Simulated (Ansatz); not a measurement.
We consider MgS (model structure, started from the HgTe type, Fm-3m, No. 225, 6 atoms in the cell), described by r²SCAN (plane waves, PAW; Ansatz, a first-principles code).

Numerical settings: plane-wave cutoff 560 eV, 12×12×4 k mesh (along the axes of the cell as run), Fermi–Dirac smearing 0.01 eV, scalar-relativistic PAW data made under PBE.

Cell (relaxed at this level):

```
MgS
1.0
    3.67934     0.00000     0.00000
   -1.83967     3.18641     0.00000
    0.00000     0.00000     9.01206
Mg S
3 3
Direct
  0.33332   0.33332   0.00000
  0.66668   0.00000   0.33333
  0.00000   0.66668   0.66667
  0.33334   0.33334   0.50000
  0.66666   0.00000   0.83333
  0.00000   0.66666   0.16667
```

Question: Predict the band gap, Γ–Γ gap and bulk modulus B0.

Answer: 
- band gap = 3.46 eV (on the SCF k mesh)
- Γ–Γ gap = 4.64 eV
- bulk modulus B0 = 79.9 GPa

Note: the bulk modulus is −V dP/dV from two relaxed cells at ±2 % in volume.

Static lattice: no zero-point or thermal effects.

The result took around 8 core-minutes (rough).

A model structure was made by putting elements into a prototype or built by hand; here it ended with the formula and space group of a phase in our tables.
